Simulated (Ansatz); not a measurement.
Consider CuCl in the zinc blende structure (space group F-43m, No. 216; a = 5.290 Å).

Structures relaxed with PBEsol in Ansatz (plane waves to 420 eV, PAW, without spin-orbit coupling).

Base:

Simulated powder pattern, Cu Kα1, λ = 1.54056 Å (kinematic, ideal powder, no thermal factors, no anomalous dispersion; the 14 strongest lines at most, above 2 %, up to 2θ = 90°):

| 2θ (°) | I/Imax (%) | hkl |
|---|---|---|
| 29.22 | 100 | (111) |
| 33.86 | 9.3 | (200) |
| 48.64 | 60 | (220) |
| 57.76 | 39 | (311) |
| 60.59 | 2.4 | (222) |
| 71.25 | 8.7 | (400) |
| 78.80 | 14 | (331) |
| 81.27 | 2.6 | (420) |

After one change:

Simulated powder pattern, Cu Kα1, λ = 1.54056 Å (kinematic, ideal powder, no thermal factors, no anomalous dispersion; the 14 strongest lines at most, above 2 %, up to 2θ = 90°):

```tsv
2θ (°)	I/Imax (%)
29.22	100
33.24	2.8
34.18	5.3
48.42	41
49.11	20
56.94	13
58.17	25
60.60	2.1
69.79	3.2
71.99	5.6
78.46	9.6
79.52	4.6
90.00	6.3
```

**Question.** Name the change that was made.
A) x(Fe) = 0.333, 6 atoms, I-4m2
B) x(Fe) = 0.25, 8 atoms, I-42m
C) x(Fe) = 0.667, 6 atoms, P3m1

**Answer.** A, x(Fe) = 0.333, 6 atoms, I-4m2. Its volume per atom is 18.50 Å³ against 18.50 Å³, and its space group is I-4m2 (No. 119).

These are small ordered cells, not random alloys; other orderings at the same x differ. No phonon test of stability was made. No Hubbard U is applied and the magnetic state is the run's own (FeCu2Cl3 ferromagnetic; FeCu3Cl4 ferromagnetic; Fe2CuCl3 ferromagnetic); small cells can't hold the antiferromagnetic order that many such compounds have, so gaps and moments can be off. Spin-polarised in the final run: FeCu2Cl3, FeCu3Cl4 and Fe2CuCl3; the other runs are not. Under x(Fe) = 0.667, 6 atoms, P3m1 the cell changed shape so far that it is another structure.

Ansatz is a program for electronic structure.
